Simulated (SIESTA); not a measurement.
A self-consistent single point of CrPbO3 (P1, 5 atoms in the cell) with SIESTA.

Method: LDA PW92, numerical atomic orbitals DZP, PseudoDojo LDA standard norm-conserving potentials (rewritten from UPF to PSML) in SIESTA.

The change in words: atoms moved at random. Reference geometry:
```yaml
crystal:
  lattice:
    - [3.96171, 0.00000, 0.00000]
    - [0.00000, 3.96171, 0.00000]
    - [0.00000, 0.00000, 3.96171]
  atoms:
    - { symbol: Cr, position: [0.00000, 0.00000, 0.00000], spin: 3.0 }
    - { symbol: Pb, position: [0.50000, 0.50000, 0.50000] }
    - { symbol: O, position: [0.00000, 0.00000, 0.50000] }
    - { symbol: O, position: [0.50000, 0.00000, 0.00000] }
    - { symbol: O, position: [0.00000, 0.50000, 0.00000] }
```
(The spins are starting values, not results.)

Reference input (self-consistent single point, DFT, LDA PW92, numerical atomic orbitals DZP, PseudoDojo LDA standard norm-conserving potentials (rewritten from UPF to PSML)): XC.functional = LDA; XC.authors = PW92; potentials = PseudoDojo LDA standard; PAO.BasisSize = DZP; PAO.EnergyShift = 0.01 Ry; MeshCutoff = 400 Ry; kgrid.MonkhorstPack = 8 8 8; OccupationFunction = MP; OccupationMPOrder = 0; ElectronicTemperature = 50 meV; Spin = polarized; DM.InitSpin = [1 +3.00, 2 +0.00, 3 +0.00, 4 +0.00, 5 +0.00]. This run's input differs from it in these lines:

```diff
@@ -19,7 +19,7 @@
 %block AtomicCoordinatesAndAtomicSpecies
-     0.000000000    0.000000000    0.000000000  1
-     0.500000000    0.500000000    0.500000000  2
-     0.000000000    0.000000000    0.500000000  3
-     0.500000000    0.000000000    0.000000000  3
-     0.000000000    0.500000000    0.000000000  3
+    -0.008459000   -0.000793000   -0.005400000  1
+     0.499184000    0.507186000    0.501814000  2
+    -0.001262000   -0.008465000    0.499433000  3
+     0.503931000    0.006812000   -0.008781000  3
+     0.006606000    0.495260000    0.012934000  3
 %endblock AtomicCoordinatesAndAtomicSpecies
```

The program printed (abridged):

```
        iscf     Eharris(eV)        E_KS(eV)     FreeEng(eV)     dDmax    Ef(eV) dHmax(eV)
   scf:    1    -5424.798377    -5594.743411    -5594.747434  0.700687 -0.663816 54.810205
     spin moment: {S} , |S| = {        0.0        0.0    0.20144 }     0.20144
   scf:    2    -5707.474811    -5665.339119    -5665.343574  0.501467 -2.730338 18.967276
     spin moment: {S} , |S| = {        0.0        0.0    2.00000 }     2.00000
   scf:    3    -5682.587637    -5676.596672    -5676.601161  0.126756 -4.340555  5.366347
     spin moment: {S} , |S| = {        0.0        0.0    2.00000 }     2.00000
   [... lines left out ...]
     spin moment: {S} , |S| = {        0.0        0.0    2.00000 }     2.00000
   scf:   22    -5677.767206    -5677.767208    -5677.772559  0.000012 -4.834476  0.000274
     spin moment: {S} , |S| = {        0.0        0.0    2.00000 }     2.00000
   scf:   23    -5677.767206    -5677.767207    -5677.772559  0.000010 -4.834435  0.000147
     spin moment: {S} , |S| = {        0.0        0.0    2.00000 }     2.00000
   scf:   24    -5677.767206    -5677.767206    -5677.772559  0.000006 -4.834414  0.000083
     spin moment: {S} , |S| = {        0.0        0.0    2.00000 }     2.00000
SCF Convergence by DM+H criterion
max |DM_out - DM_in|         :     0.0000059115
max |H_out - H_in|      (eV) :     0.0000833317
SCF cycle converged after 24 iterations

Using DM_out to compute the final energy and forces

siesta: E_KS(eV) =            -5677.7672

siesta: E_KS - E_eggbox =     -5677.7672

siesta: Atomic forces (eV/Ang):
     1   -0.214576    0.171795   -0.051152
     2   -0.096028   -0.013224   -0.074411
     3    0.063266   -0.030556    0.204185
     4    0.255733   -0.166921    0.056565
     5   -0.008000    0.038128   -0.139786
   Tot    0.000394   -0.000777   -0.004598
   Max    0.255733
   Res    0.130959    sqrt( Sum f_i^2 / 3N )
   Max    0.255733    constrained

Stress tensor Voigt[x,y,z,yz,xz,xy] (kbar):      224.04      226.29      226.96       -0.19        0.10       -0.15
   [... lines left out ...]
siesta: FreeEng =     -5677.772559
siesta: Cell volume =         62.179806 Ang**3
siesta:        -225.76521746       -231.12053178  kBar
   [... lines left out ...]
              0.002   0.002   0.002   0.002   0.004

mulliken: Qtot =       22.000

Mulliken Atomic Populations:
Atom #   charge [q] valence [e]      Sz [e]  Species
     1     0.584071   13.415929    2.173112  Cr
     2     0.388741   13.611259   -0.025017  Pb
     3    -0.325355    6.325355   -0.050129  O
     4    -0.323618    6.323618   -0.048521  O
     5    -0.323840    6.323840   -0.049444  O
 Total    -0.000000                2.000000
```

The run converged in 24 iterations. Against the reference run the free energy hardly moves (within 1 meV/atom), the pressure goes from -22.88 to -22.58 GPa, the largest force goes from 0.000 to 0.311 eV/Å and the size of the net moment stays at 0.40 μB/atom.

The starting cell comes from a database of computed structures (which also holds hypothetical and non-ambient phases and stackings), without a prior relaxation at this level. Its lattice was rescaled by a random factor within 2.5 % of one. For this run, on top of that: atoms moved at random. With one magnetic atom in the cell only a parallel order is possible. Values carry the incompleteness of an atom-centred basis. With a pressure of about -23 GPa the cell is away from its equilibrium volume at this level.

Cost on one core of a shared machine: roughly 2 min.
